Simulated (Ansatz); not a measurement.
All values below come from PBE (plane waves to 420 eV, PAW; Ansatz, a quantum-chemistry and plane-wave program).

Plane-averaged electrostatic potential energy along the normal, in eV from the Fermi level, for a constructed model of the (111) surface of fcc Rh, (√3x√3)R30° layer of Te, one a cell, on the site that continues the host's stacking (bottom of the slab: a bare face, its two planes held):

(z (Å), V (eV)): (3.89, 5.16); (4.17, 5.16); (4.44, 5.16); (4.72, 5.16); (5.00, 5.15); (5.28, 5.14); (5.56, 5.11); (5.83, 5.06); (6.11, 4.95); (6.39, 4.71); (6.67, 4.22); (6.94, 3.18); (7.22, 0.93); (7.50, -5.19); (7.78, -15.55); (8.06, -23.81); (8.33, -25.11); (8.61, -18.78); (8.89, -8.50); (9.17, -1.34); (9.44, -0.70); (9.72, -6.19); (10.00, -16.44); (10.28, -24.34); (10.56, -25.28); (10.83, -18.81); (11.11, -8.52); (11.39, -1.59); (11.67, -1.20); (11.94, -7.21); (12.22, -17.47); (12.50, -24.78); (12.78, -24.90); (13.06, -17.77); (13.33, -7.46); (13.61, -1.13); (13.89, -1.06); (14.17, -7.18); (14.44, -17.47); (14.72, -24.77); (15.00, -24.86); (15.28, -17.69); (15.56, -7.40); (15.83, -1.14); (16.11, -1.17); (16.39, -7.52); (16.67, -17.84); (16.94, -24.93); (17.22, -24.74); (17.50, -17.37); (17.78, -7.09); (18.06, -1.08); (18.33, -1.35); (18.61, -8.06); (18.89, -18.35); (19.17, -25.11); (19.44, -24.40); (19.72, -16.65); (20.00, -6.53); (20.28, -1.01); (20.56, -0.59); (20.83, -0.07); (21.11, 1.53); (21.39, 2.05); (21.67, 0.70); (21.94, -0.06); (22.22, 1.31); (22.50, 2.98); (22.78, 3.69); (23.06, 4.02); (23.33, 4.17); (23.61, 4.24); (23.89, 4.27); (24.17, 4.28); (24.44, 4.29); (24.72, 4.29); (25.00, 4.29); (25.28, 4.29); (25.56, 4.30)

Model: 19-atom slab, 13.5 Å thick at the start with caps and adatoms (thin: gaps and levels are the slab's own), 9x9x1 mesh, Fermi-Dirac 0.1 eV, dipole correction, 6 atoms held, the rest relaxed; symmetry of the start imposed; no spin, no spin-orbit, no U. It is one candidate, not shown to be the stable structure of the face.

Task: The surface cell has an area of 19.06 Å². What dipole along the normal does the step between the two vacuum levels imply?

Result: the top vacuum level lies 0.87 eV below the bottom one; p = −ε₀ A ΔV (ε₀ = 0.005526 e/(V·Å)) gives 0.09 e·Å a cell.
